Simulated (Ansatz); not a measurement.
**BaO: pressure series**

Start from BaO in the rock salt structure (space group Fm-3m, No. 225; a = 5.5734 Å).

Cell and atoms are relaxed at each pressure.

All numbers come from PBE, PAW, 420 eV (Ansatz, a quantum-chemistry and plane-wave program; no spin-orbit coupling).

```json
[
 {"pressure (GPa)": "-2", "volume per atom (Å³/atom)": "22.325"},
 {"pressure (GPa)": "-1", "volume per atom (Å³/atom)": "21.969"},
 {"pressure (GPa)": "0", "volume per atom (Å³/atom)": "21.641"},
 {"pressure (GPa)": "2.1", "volume per atom (Å³/atom)": "21.036"},
 {"pressure (GPa)": "4.5", "volume per atom (Å³/atom)": "?"},
 {"pressure (GPa)": "9", "volume per atom (Å³/atom)": "19.528"},
 {"pressure (GPa)": "15", "volume per atom (Å³/atom)": "18.575"},
 {"pressure (GPa)": "22.5", "volume per atom (Å³/atom)": "17.648"},
 {"pressure (GPa)": "30", "volume per atom (Å³/atom)": "16.908"}
]
```

Fit the third-order Birch–Murnaghan form P(V) = (3B₀/2)[(V₀/V)^(7/3) − (V₀/V)^(5/3)]·[1 + (3/4)(B₀′ − 4)((V₀/V)^(2/3) − 1)] (squares taken in P) to the rows shown and predict the withheld row.

Least squares on the printed values gives V₀ = 21.643 Å³/atom, B₀ = 69.4 GPa, B₀′ = 4.5; this predicts 20.444 Å³/atom, and the run gives 20.443 Å³/atom, in agreement.

Measured bulk modulus of BaO: 74.06 GPa (room temperature; as listed in Juan A. Santana et al., The Journal of Chemical Physics (2016)); the computed value is for a static lattice, so the two differ by thermal effects too.

Load acts through the strain it causes; cell and atoms are relaxed under it. Stability against distortions was not tested. Competing high-pressure phases were not computed.
